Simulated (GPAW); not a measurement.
**Worked example: self-consistent single point of K₃AsF₆ (Fm-3m, 10 atoms in the cell) in GPAW**

Level of theory: LDA (Perdew-Wang 92), GPAW PAW datasets LDA (gpaw-data 1.0.1) (plane waves; GPAW 25.7.0).

The input file:

```python
from ase import Atoms
from ase.units import GPa
from gpaw import GPAW

atoms = Atoms(['K', 'K', 'K', 'As', 'F', 'F', 'F', 'F', 'F', 'F'],
              cell=[[0.000000, 4.509601, 4.509601],
                    [4.509601, 0.000000, 4.509601],
                    [4.509601, 4.509601, 0.000000]],
              scaled_positions=[[0.250000, 0.250000, 0.250000],
                                [0.750000, 0.750000, 0.750000],
                                [0.500000, 0.500000, 0.500000],
                                [0.000000, 0.000000, 0.000000],
                                [0.225330, 0.225330, 0.774670],
                                [0.774670, 0.774670, 0.225330],
                                [0.774670, 0.225330, 0.225330],
                                [0.225330, 0.774670, 0.774670],
                                [0.225330, 0.774670, 0.225330],
                                [0.774670, 0.225330, 0.774670]],
              pbc=True)

calc = GPAW(mode={'name': 'pw', 'ecut': 950},
            xc='LDA',
            kpts=(3, 3, 3),
            occupations={'name': 'fermi-dirac', 'width': 0.0},
            nbands=-4,
            convergence={'bands': -2},
            symmetry={'symmorphic': False, 'tolerance': 0.0005},
            maxiter=150,
            txt='-')

atoms.calc = calc

energy = atoms.get_potential_energy()
print('Energy (eV):', round(energy, 6))
forces = atoms.get_forces()
print('Forces (eV/Ang):')
print(forces.round(5))
stress = atoms.get_stress()
print('Stress (GPa, Voigt):', (stress / GPa).round(4))
```

Output, abridged:

```
Input parameters:
  convergence: {bands: -2}
  kpts: [3 3 3]
  maxiter: 150
  mode: {ecut: 950,
         name: pw}
  nbands: -4
  occupations: {name: fermi-dirac,
                width: 0.0}
  symmetry: {symmorphic: False,
             tolerance: 0.0005}

species:
  K:
    name: Potassium
    Z: 19.0
    valence: 9
    core: 10
    charge: 0.0
    file: K.LDA.gz

    # Using partial waves for K as LCAO basis

  As:
    name: Arsenic
    Z: 33.0
    valence: 5
    core: 28
    charge: 0.0
    file: As.LDA.gz

    # Using partial waves for As as LCAO basis

  F:
    name: Fluorine
    Z: 9.0
    valence: 7
    core: 2
    charge: 0.0
    file: F.LDA.gz

    # Using partial waves for F as LCAO basis

Reference energy: -126635.670533  # eV

Spin-paired calculation

Convergence criteria:
 Maximum [total energy] change in last 3 cyles: 0.0005 eV / valence electron
 Maximum integral of absolute [dens]ity change: 0.0001 electrons / valence electron
 Maximum integral of absolute [eigenst]ate change: 4e-08 eV^2 / valence electron
 Maximum number of scf [iter]ations: 150

Symmetries present (total): 48
Symmetries with fractional translations: 0
27 k-points: 3 x 3 x 3 Monkhorst-Pack grid
4 k-points in the irreducible part of the Brillouin zone
       k-points in crystal coordinates                weights
   0:     0.00000000    0.00000000    0.00000000          1/27
   1:     0.33333333    0.33333333   -0.33333333         12/27
   2:     0.33333333    0.33333333    0.00000000          6/27
   3:     0.33333333    0.33333333    0.33333333          8/27

Wave functions: Plane wave expansion
  Cutoff energy: 950.000 eV
  Number of coefficients (min, max): 12051, 12230
  Pulay-stress correction: 0.000000 eV/Ang^3 (de/decut=0.000000)

Occupation numbers: # Zero width

Eigensolver

Densities:
  Coarse grid: 48*48*48 grid
  Fine grid: 96*96*96 grid
  Total Charge: 0.000000

Density mixing:
  Method: separate
  Backend: pulay
  Linear mixing parameter: 0.05
  old densities: 5
  Damping of long wavelength oscillations: 50

Hamiltonian:
  XC and Coulomb potentials evaluated on a 96*96*96 grid
  External potential:
    NoExternalPotential

Number of atoms: 10
Number of atomic orbitals: 43
Number of bands in calculation: 41
Number of valence electrons: 74
Bands to converge: 39

Density initialized from atomic densities
  41 bands from LCAO basis set

Atomic positions and initial magnetic moments

Positions:
   0 K      2.254800    2.254800    2.254800    ( 0.0000,  0.0000,  0.0000)
   1 K      6.764401    6.764401    6.764401    ( 0.0000,  0.0000,  0.0000)
   2 K      4.509601    4.509601    4.509601    ( 0.0000,  0.0000,  0.0000)
   3 As     0.000000    0.000000    0.000000    ( 0.0000,  0.0000,  0.0000)
   4 F      4.509601    4.509601    2.032297    ( 0.0000,  0.0000,  0.0000)
   5 F      4.509601    4.509601    6.986905    ( 0.0000,  0.0000,  0.0000)
   6 F      2.032297    4.509601    4.509601    ( 0.0000,  0.0000,  0.0000)
   7 F      6.986905    4.509601    4.509601    ( 0.0000,  0.0000,  0.0000)
   8 F      4.509601    2.032297    4.509601    ( 0.0000,  0.0000,  0.0000)
   9 F      4.509601    6.986905    4.509601    ( 0.0000,  0.0000,  0.0000)

Unit cell:
           periodic     x           y           z      points  spacing
  1. axis:    yes    0.000000    4.509601    4.509601    48     0.1085
  2. axis:    yes    4.509601    0.000000    4.509601    48     0.1085
  3. axis:    yes    4.509601    4.509601    0.000000    48     0.1085

  Lengths:   6.377539   6.377539   6.377539
  Angles:   60.000000  60.000000  60.000000

Effective grid spacing dv^(1/3) = 0.1184

     iter     time        total  log10-change:
                         energy   eigst   dens
iter:   1 --:--:--   -52.230427   +0.00
iter:   2 --:--:--   -51.319170   -0.95  -1.17
iter:   3 --:--:--   -48.972739   -0.36  -1.23
iter:   4 --:--:--   -48.840283   -0.39  -1.43
iter:   5 --:--:--   -49.158432   -0.48  -1.54
iter:   6 --:--:--   -48.598893   -0.90  -1.68
iter:   7 --:--:--   -48.611492   -1.87  -2.42
iter:   8 --:--:--   -48.600749c  -2.61  -2.29
iter:   9 --:--:--   -48.594248c  -2.96  -2.50
iter:  10 --:--:--   -48.593859c  -3.37  -2.71
iter:  11 --:--:--   -48.593986c  -3.79  -2.75
iter:  12 --:--:--   -48.597461c  -2.17  -2.75
iter:  13 --:--:--   -48.591623c  -2.78  -2.69
   [... 4 lines left out ...]
iter:  18 --:--:--   -48.591590c  -4.88  -3.60
iter:  19 --:--:--   -48.591551c  -4.87  -3.66
iter:  20 --:--:--   -48.591583c  -4.28  -3.86
iter:  21 --:--:--   -48.591552c  -5.28  -3.68
iter:  22 --:--:--   -48.591535c  -5.28  -3.95
iter:  23 --:--:--   -48.591536c  -6.20  -4.47c
iter:  24 --:--:--   -48.591536c  -6.62  -4.50c
iter:  25 --:--:--   -48.591538c  -5.44  -4.52c
iter:  26 --:--:--   -48.591535c  -6.55  -4.28c
iter:  27 --:--:--   -48.591535c  -6.89  -4.63c
iter:  28 --:--:--   -48.591535c  -6.86  -4.79c
iter:  29 --:--:--   -48.591535c  -7.35  -4.93c
iter:  30 --:--:--   -48.591535c  -7.09  -4.96c
iter:  31 --:--:--   -48.591535c  -7.77c -5.50c

Converged after 31 iterations.

Dipole moment: (-0.000000, -0.000000, -0.000000) |e|*Ang

Energy contributions relative to reference atoms: (reference = -126635.670533)

Kinetic:        +31.335197
Potential:      -30.178313
External:        +0.000000
XC:             -47.723253
Entropy (-ST):   +0.000000
Local:           -2.025167
SIC:             +0.000000
--------------------------
Free energy:    -48.591535
Extrapolated:   -48.591535

Showing only first 2 kpts
 Kpt  Band  Eigenvalues  Occupancy
  0    35     -1.37033    2.00000
  0    36      0.85190    2.00000
  0    37      5.27294    0.00000
  0    38      6.36078    0.00000

  1    35     -1.45768    2.00000
  1    36      1.26995    2.00000
  1    37      6.05288    0.00000
  1    38      6.35473    0.00000

Fermi level: 3.27145

Gap: 4.003 eV
Transition (v -> c):
  (s=0, k=1, n=36, [0.33, 0.33, -0.33]) -> (s=0, k=0, n=37, [0.00, 0.00, 0.00])
Direct/indirect transitions are different
Direct gap: 4.282 eV
Transition at: (s=0, k=3, n=36, [0.33, 0.33, 0.33])
Energy (eV): -48.591535

Forces in eV/Ang:
  0 K    -0.00000   -0.00000   -0.00000
  1 K    -0.00000   -0.00000   -0.00000
  2 K     0.00000   -0.00000    0.00000
  3 As   -0.00000    0.00000    0.00000
  4 F    -0.00000   -0.00000    0.10215
  5 F     0.00000    0.00000   -0.10215
  6 F     0.10215    0.00000   -0.00000
  7 F    -0.10215    0.00000    0.00000
  8 F    -0.00000    0.10215   -0.00000
  9 F    -0.00000   -0.10215    0.00000

Stress tensor:
     0.020444     0.000000     0.000000
     0.000000     0.020444    -0.000000
     0.000000    -0.000000     0.020444
Stress (GPa, Voigt): [ 3.2756  3.2756  3.2756 -0.      0.      0.    ]
```

The run converged in 31 iterations. GPAW prints stress with tension positive.

At such cutoffs GPAW's stress carries a finite-basis (Pulay) error, which enters relaxed cells too; its log prints stress with tension positive.

The starting cell comes from a database of computed structures (which also holds hypothetical and non-ambient phases and stackings), without a prior relaxation at this level. Its lattice was rescaled by a random factor within 2.5 % of one.

Cost on one core of a shared machine: roughly 3 min.
